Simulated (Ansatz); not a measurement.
# silicon: the defect Cu interstitial

The numbers are results of PBE, PAW (plane waves to 420 eV; Ansatz, an electronic-structure program), not measurements. The supercell holds 64 host sites (2×2×2 repeats of the unit cell), with a 2×2×2 shifted k-point sampling for the final energies. Site at the start: void with 4Si nearest. Finite-size correction: monopole term and site-potential alignment. Dielectric constants: PBE linear response of the host. Host gap at this level: 0.61 eV. These values are not converged in cell size to better than tenths of an eV. The semilocal functional narrows the gap, so deep levels can fall outside it. Spin–orbit coupling is left out, and no Hubbard U is applied to the open shells. Each state is the lowest found from its start.

Formation energies E_f are given with the Fermi level at the valence-band maximum. Chemical conditions: host crystal and elements as references (Δμ(Cu) = 0.00 eV; Cu taken from its element, since no compound that bounds it was computed at this level; only phases computed here count, gases as isolated molecules at 0 K). Reference phases: Cu: fcc Cu.

The name describes the start; the neighbours show where the added atom ended.

```tsv
charge	moment (μB)	point group	largest move off a lattice site (Å)	neighbours of the added atom at the end (Å)	image correction with alignment (eV)	E_f, host crystal and elements as references (eV)
+2†	quenched	–	0.09	Si 2.42, Si 2.45, Si 2.45, Si 2.45	0.78	–
+1	not spin-polarised	Td	0.07	Si 2.44, Si 2.44, Si 2.44, Si 2.44	0.31	1.09
0†	fractional	–	0.07	Si 2.43, Si 2.44, Si 2.44, Si 2.44	0.00	1.58
```

† Not settled in this cell, so no level is given: charge +2: a level filled in part, carriers not clearly localised, level within 0.1 eV of a band edge or past it; charge 0: fractional moment, carriers not clearly localised.

Point groups are those of the whole cell at tolerances of 0.03 and 0.1 Å ("near" where only the looser one holds); none is given for unsettled states.

Starting moments that weren't kept: charge +2 began with 1 μB and ended with 0.0.

No other site or start that was run ended lower by more than 0.1 eV.
